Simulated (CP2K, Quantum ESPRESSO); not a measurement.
A Quantum ESPRESSO input for a self-consistent single point of WSi₂ (I4/mmm, 3 atoms in the cell) (DFT, PBE, plane waves, PseudoDojo standard norm-conserving (PBE) pseudopotentials):

```fortran
&control
    calculation = 'scf',
    outdir = './out',
    pseudo_dir = './',
    tprnfor = .true.,
    tstress = .true.,
/
&system
    ibrav = 0,
    nat = 3,
    ntyp = 2,
    ecutwfc = 75,
    occupations = 'smearing',
    smearing = 'fd',
    degauss = 0.0073499,
/
&electrons
    conv_thr = 1.0d-9,
    mixing_beta = 0.7,
/
ATOMIC_SPECIES
Si    28.0850  Si.upf
W    183.8400  W.upf
CELL_PARAMETERS bohr
  -3.0330104300     3.0330104300     7.3982777779
   3.0330104300    -3.0330104300     7.3982777779
   3.0330104300     3.0330104300    -7.3982777779
ATOMIC_POSITIONS crystal
Si    0.6650000000    0.6650000000    0.0000000000
Si    0.3350000000    0.3350000000    0.0000000000
W     0.0000000000    0.0000000000    0.0000000000
K_POINTS automatic
10 10 10  0 0 0
```

Question: Give the CP2K input for the same structure, mesh, smearing and functional.

Answer: This is the input that was run; spellings and numerical settings could be chosen otherwise.

```
&GLOBAL
  PROJECT run
  RUN_TYPE ENERGY_FORCE
  PRINT_LEVEL MEDIUM
&END GLOBAL
&FORCE_EVAL
  METHOD Quickstep
  STRESS_TENSOR ANALYTICAL
  &DFT
    BASIS_SET_FILE_NAME BASIS_MOLOPT
    POTENTIAL_FILE_NAME GTH_POTENTIALS
    &QS
      METHOD GPW
      EPS_DEFAULT 1E-10
    &END QS
    &MGRID
      CUTOFF 500
      REL_CUTOFF 60
      NGRIDS 5
    &END MGRID
    &SCF
      SCF_GUESS ATOMIC
      EPS_SCF 1E-6
      MAX_SCF 100
      ADDED_MOS 5
      &DIAGONALIZATION
        ALGORITHM STANDARD
      &END DIAGONALIZATION
      &MIXING
        METHOD BROYDEN_MIXING
        ALPHA 0.3
        NBUFFER 8
        BETA 1.5
      &END MIXING
      &SMEAR ON
        METHOD FERMI_DIRAC
        ELECTRONIC_TEMPERATURE [K] 1160.45
      &END SMEAR
    &END SCF
    &KPOINTS
      SCHEME MONKHORST-PACK 10 10 10
      GAMMA_CENTERED T
    &END KPOINTS
    &XC
      &XC_FUNCTIONAL PBE
      &END XC_FUNCTIONAL
    &END XC
    &PRINT
      &MO
        EIGENVALUES T
        OCCUPATION_NUMBERS T
        NDIGITS 8
        FILENAME mo
        &EACH
          QS_SCF 0
        &END EACH
        ADD_LAST NUMERIC
      &END MO
      &MULLIKEN ON
      &END MULLIKEN
    &END PRINT
  &END DFT
  &SUBSYS
    &CELL
      A 4.52540300 0.00000000 0.00000000
      B 2.24845700 3.92730400 0.00000000
      C -3.38693000 -1.96365200 2.26981300
      PERIODIC XYZ
    &END CELL
    &COORD
      SCALED
      Si       0.66500000     0.66500000     0.00000000
      Si       0.33500000     0.33500000     0.00000000
      W        0.00000000     0.00000000     0.00000000
    &END COORD
    &KIND Si
      BASIS_SET DZVP-MOLOPT-SR-GTH
      POTENTIAL GTH-PBE-q4
    &END KIND
    &KIND W
      BASIS_SET DZVP-MOLOPT-SR-GTH
      POTENTIAL GTH-PBE-q14
    &END KIND
  &END SUBSYS
  &PRINT
    &FORCES ON
    &END FORCES
    &STRESS_TENSOR ON
    &END STRESS_TENSOR
  &END PRINT
&END FORCE_EVAL
```

Basis settings and potentials, where a program has them, do not carry over. This input uses DFT PBE, GPW, DZVP-MOLOPT-SR-GTH basis, GTH-PBE potentials (GTH_POTENTIALS).

The starting cell has typed, rounded lattice constants, without a prior relaxation at this level.
